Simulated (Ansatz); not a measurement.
L1₂ (Cu3Au-type) Al3Sc, treated with PBE-D3(BJ) (PAW; Ansatz, a program for electronic structure).

Run with plane-wave cutoff 520 eV, 16×16×16 k mesh, Fermi–Dirac smearing 0.077 eV (set by the program), scalar-relativistic PAW data made under PBE.

Computed at the level's own relaxed cell.

Hill averages of the elastic tensor: K = 94.3 GPa, G = 80.3 GPa. Volume 16.601 Å³/atom, mean atomic mass 31.475 u.

### Question
Work out the density, the sound velocities of a polycrystal and the elastic Debye temperature, and Pugh's ratio at this level.

### Answer
ρ = 1.66054 × 31.475/16.601 = 3.148 g/cm³. v_l = √[(K + 4G/3)/ρ] = 7.998 km/s and v_t = √(G/ρ) = 5.051 km/s. The mean follows from 3/v_m³ = 1/v_l³ + 2/v_t³: v_m = 5.558 km/s. Θ_D = (ħ/k_B) v_m (6π²/V)^(1/3) = 76.38 K Å s/km × 5.558 × 1.5279 Å⁻¹ = 649 K, counting all atoms of the cell. K/G = 1.17, to be set beside Pugh's rough bound of 1.75 between brittle and ductile metals.

Note: the dispersion coefficients are held fixed in the derivatives.
